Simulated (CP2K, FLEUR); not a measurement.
A FLEUR input for a self-consistent single point of ZnInGaO4 (R3m, 7 atoms in the cell) (DFT, PBE, all-electron FLAPW (FLEUR), scalar-relativistic valence):

Input of the input generator:

```
scf ZnInGaO4
&input film=f /
1.6781433065 0.9688767784 8.8516339684
-1.6781433065 0.9688767784 8.8516339684
-0.0000000000 -1.9377526908 8.8516340632
1.8897261246
1.0 1.0 1.0

7
49 0.0000000000 0.0000000000 0.0000000000
31 0.7829000000 0.7829000000 0.7829000000
30 0.2171000000 0.2171000000 0.2171000000
8 0.8718000000 0.8718000000 0.8718000000
8 0.1282000000 0.1282000000 0.1282000000
8 0.7072000000 0.7072000000 0.7072000000
8 0.2928000000 0.2928000000 0.2928000000

&comp jspins=1 /
&kpt div1=7 div2=7 div3=7 /
&end /
```

```xml
<?xml version="1.0" encoding="UTF-8" standalone="no"?>
<fleurInput fleurInputVersion="0.39">
   <comment>
      scf ZnInGaO4                                                                                        
   </comment>
   <calculationSetup>
      <cutoffs Kmax="4.7" Gmax="18.8" GmaxXC="18.8" numbands="0"/>
      <scfLoop itmax="80" minDistance="0.00001" maxIterBroyd="15" imix="Anderson" alpha="0.05" precondParam="0.0" spinf="2.0"/>
      <coreElectrons ctail="T" frcor="F" kcrel="0" coretail_lmax="0"/>
      <xcFunctional name="pbe" relativisticCorrections="F"/>
      <magnetism jspins="1"/>
      <soc l_soc="F" theta="0.0" phi="0.0" spav="F"/>
      <expertModes spex="0" secvar="F"/>
      <geometryOptimization l_f="T" forcealpha="1.0" forcemix="BFGS" epsdisp="0.00001" epsforce="0.00001"/>
      <ldaU l_linMix="F" mixParam="0.05" spinf="1.0"/>
   </calculationSetup>
   <cell>
      <bzIntegration valenceElectrons="62.0" mode="hist" fermiSmearingEnergy="0.00367493">
         <kPointListSelection listName="default-1"/>
         <!-- k-points included here -->
         <xi:include xmlns:xi="http://www.w3.org/2001/XInclude" href="kpts.xml"> </xi:include>
      </bzIntegration>
      <!-- symmetry operations included here -->
      <xi:include xmlns:xi="http://www.w3.org/2001/XInclude" href="sym.xml"> </xi:include>
      <bulkLattice scale="1.0">
         <bravaisMatrix>
            <row-1>    3.1712312471156747     1.8309117596607649    16.7271639554822507</row-1>
            <row-2>   -3.1712312471156747     1.8309117596607649    16.7271639554822507</row-2>
            <row-3>    0.0000000000000000    -3.6618218828187059    16.7271641346282891</row-3>
         </bravaisMatrix>
      </bulkLattice>
   </cell>
   <atomSpecies>
      <species name="Indium (In)" element="In" atomicNumber="49">
         <mtSphere radius="2.66" gridPoints="919" logIncrement="0.014"/>
         <atomicCutoffs lmax="10" lnonsphr="8"/>
         <electronConfig flipSpins="F">
            <coreConfig>(1s1/2) (2s1/2) (2p1/2) (2p3/2) (3s1/2) (3p1/2) (3p3/2) (4s1/2) (3d3/2) (3d5/2) (4p1/2) (4p3/2)</coreConfig>
            <valenceConfig>(5s1/2) (4d3/2) (4d5/2) (5p1/2) (5p3/2)</valenceConfig>
            <stateOccupation state="(5p1/2)" spinUp="0.1666666666667" spinDown="0.1666666666667"/>
            <stateOccupation state="(5p3/2)" spinUp="0.3333333333333" spinDown="0.3333333333333"/>
         </electronConfig>
         <energyParameters s="5" p="5" d="5" f="4"/>
         <lo type="SCLO" l="2" n="4" eDeriv="0"/>
      </species>
      <species name="Gallium (Ga)" element="Ga" atomicNumber="31">
         <mtSphere radius="2.21" gridPoints="763" logIncrement="0.016"/>
         <atomicCutoffs lmax="8" lnonsphr="6"/>
         <electronConfig flipSpins="F">
            <coreConfig>(1s1/2) (2s1/2) (2p1/2) (2p3/2) (3s1/2) (3p1/2) (3p3/2)</coreConfig>
            <valenceConfig>(4s1/2) (3d3/2) (3d5/2) (4p1/2) (4p3/2)</valenceConfig>
            <stateOccupation state="(4p1/2)" spinUp="0.1666666666667" spinDown="0.1666666666667"/>
            <stateOccupation state="(4p3/2)" spinUp="0.3333333333333" spinDown="0.3333333333333"/>
         </electronConfig>
         <energyParameters s="4" p="4" d="3" f="4"/>
         <lo type="HELO" l="2" n="4" eDeriv="0"/>
      </species>
      <species name="Zinc (Zn)" element="Zn" atomicNumber="30">
         <mtSphere radius="2.21" gridPoints="763" logIncrement="0.016"/>
         <atomicCutoffs lmax="8" lnonsphr="6"/>
         <electronConfig flipSpins="F">
            <coreConfig>(1s1/2) (2s1/2) (2p1/2) (2p3/2) (3s1/2) (3p1/2) (3p3/2)</coreConfig>
            <valenceConfig>(4s1/2) (3d3/2) (3d5/2)</valenceConfig>
         </electronConfig>
         <energyParameters s="4" p="4" d="3" f="4"/>
         <lo type="HELO" l="2" n="4" eDeriv="0"/>
      </species>
      <species name="Oxygen (O)" element="O" atomicNumber="8">
         <mtSphere radius="1.25" gridPoints="433" logIncrement="0.024"/>
         <atomicCutoffs lmax="6" lnonsphr="4"/>
         <electronConfig flipSpins="F">
            <coreConfig>(1s1/2)</coreConfig>
            <valenceConfig>(2s1/2) (2p1/2) (2p3/2)</valenceConfig>
            <stateOccupation state="(2p1/2)" spinUp="0.6666666666667" spinDown="0.6666666666667"/>
            <stateOccupation state="(2p3/2)" spinUp="1.3333333333333" spinDown="1.3333333333333"/>
         </electronConfig>
         <energyParameters s="2" p="2" d="3" f="4"/>
      </species>
   </atomSpecies>
   <atomGroups>
      <atomGroup species="Indium (In)">
         <relPos label="                   1">.0000000000 .0000000000 .0000000000</relPos>
         <force calculate="T" relaxXYZ="TTT"/>
      </atomGroup>
      <atomGroup species="Gallium (Ga)">
         <relPos label="                   2">-.2171000000 -.2171000000 -.2171000000</relPos>
         <force calculate="T" relaxXYZ="TTT"/>
      </atomGroup>
      <atomGroup species="Zinc (Zn)">
         <relPos label="                   3">.2171000000 .2171000000 .2171000000</relPos>
         <force calculate="T" relaxXYZ="TTT"/>
      </atomGroup>
      <atomGroup species="Oxygen (O)">
         <relPos label="                   4">-.1282000000 -.1282000000 -.1282000000</relPos>
         <force calculate="T" relaxXYZ="TTT"/>
      </atomGroup>
      <atomGroup species="Oxygen (O)">
         <relPos label="                   5">.1282000000 .1282000000 .1282000000</relPos>
         <force calculate="T" relaxXYZ="TTT"/>
      </atomGroup>
      <atomGroup species="Oxygen (O)">
         <relPos label="                   6">-.2928000000 -.2928000000 -.2928000000</relPos>
         <force calculate="T" relaxXYZ="TTT"/>
      </atomGroup>
      <atomGroup species="Oxygen (O)">
         <relPos label="                   7">.2928000000 .2928000000 .2928000000</relPos>
         <force calculate="T" relaxXYZ="TTT"/>
      </atomGroup>
   </atomGroups>
   <output dos="F" band="F" slice="F">
      <checks vchk="F" cdinf="F"/>
      <bandDOS minEnergy="-.5*Htr" maxEnergy="0.5*Htr" sigma="0.015" storeEVData="T"/>
      <vacuumDOS vacdos="F" integ="F" star="F" nstars="0" locx1="0.0" locy1="0.0" locx2="0.0" locy2="0.0" nstm="0" tworkf="0.0"/>
      <unfoldingBand unfoldBand="F" supercellX="1" supercellY="1" supercellZ="1"/>
      <plotting iplot="0" polar="F">
         <plot TwoD="T" vec1="  1.0  0.0  0.0" vec2="  0.0  1.0  0.0" vec3="  0.0  0.0  1.0" zero="  0.0  0.0  0.0" file="plot"/>
      </plotting>
      <chargeDensitySlicing numkpt="0" minEigenval="0.0" maxEigenval="0.0" nnne="0" pallst="F"/>
      <specialOutput eonly="F"/>
      <magneticCircularDichroism mcd="F" energyLo="-10.0" energyUp="0.0"/>
   </output>
  <!-- We include the file relax.xml here to enable relaxations (see documentation) -->
  <xi:include xmlns:xi="http://www.w3.org/2001/XInclude" href="relax.xml"> <xi:fallback/> </xi:include>
</fleurInput>
```

Task: Write the same calculation as an input for CP2K.

Result: One input that does it (others would too):

```
&GLOBAL
  PROJECT run
  RUN_TYPE ENERGY_FORCE
  PRINT_LEVEL MEDIUM
&END GLOBAL
&FORCE_EVAL
  METHOD Quickstep
  STRESS_TENSOR ANALYTICAL
  &DFT
    BASIS_SET_FILE_NAME BASIS_MOLOPT
    POTENTIAL_FILE_NAME GTH_POTENTIALS
    &QS
      METHOD GPW
      EPS_DEFAULT 1E-10
    &END QS
    &MGRID
      CUTOFF 600
      REL_CUTOFF 40
      NGRIDS 5
    &END MGRID
    &SCF
      SCF_GUESS ATOMIC
      EPS_SCF 1E-6
      MAX_SCF 100
      ADDED_MOS 11
      &DIAGONALIZATION
        ALGORITHM STANDARD
      &END DIAGONALIZATION
      &MIXING
        METHOD BROYDEN_MIXING
        ALPHA 0.3
        NBUFFER 8
      &END MIXING
      &SMEAR ON
        METHOD FERMI_DIRAC
        ELECTRONIC_TEMPERATURE [K] 1160.45
      &END SMEAR
    &END SCF
    &KPOINTS
      SCHEME MONKHORST-PACK 7 7 7
    &END KPOINTS
    &XC
      &XC_FUNCTIONAL PBE
      &END XC_FUNCTIONAL
    &END XC
    &PRINT
      &MO
        EIGENVALUES T
        OCCUPATION_NUMBERS T
        NDIGITS 8
        FILENAME mo
        &EACH
          QS_SCF 0
        &END EACH
        ADD_LAST NUMERIC
      &END MO
      &MULLIKEN ON
      &END MULLIKEN
    &END PRINT
  &END DFT
  &SUBSYS
    &CELL
      ABC 9.06125300 9.06125366 9.06125322
      ALPHA_BETA_GAMMA 21.34557653 21.34557990 21.34556969
      PERIODIC XYZ
    &END CELL
    &COORD
      SCALED
      In       0.00000000     0.00000000     0.00000000
      Ga       0.78290000     0.78290000     0.78290000
      Zn       0.21710000     0.21710000     0.21710000
      O        0.87180000     0.87180000     0.87180000
      O        0.12820000     0.12820000     0.12820000
      O        0.70720000     0.70720000     0.70720000
      O        0.29280000     0.29280000     0.29280000
    &END COORD
    &KIND In
      BASIS_SET DZVP-MOLOPT-SR-GTH
      POTENTIAL GTH-PBE-q13
    &END KIND
    &KIND Ga
      BASIS_SET DZVP-MOLOPT-SR-GTH
      POTENTIAL GTH-PBE-q13
    &END KIND
    &KIND Zn
      BASIS_SET DZVP-MOLOPT-SR-GTH
      POTENTIAL GTH-PBE-q12
    &END KIND
    &KIND O
      BASIS_SET DZVP-MOLOPT-SR-GTH
      POTENTIAL GTH-PBE-q6
    &END KIND
  &END SUBSYS
  &PRINT
    &FORCES ON
    &END FORCES
    &STRESS_TENSOR ON
    &END STRESS_TENSOR
  &END PRINT
&END FORCE_EVAL
```

Basis settings and potentials, where a program has them, do not carry over. This input uses DFT PBE, GPW, DZVP-MOLOPT-SR-GTH basis, GTH-PBE potentials (GTH_POTENTIALS).

The starting cell was generated: these elements placed on a structure prototype, without a prior relaxation; it need not be a known phase or ordering of this composition. Its lattice was rescaled by a random factor within 2.5 % of one.
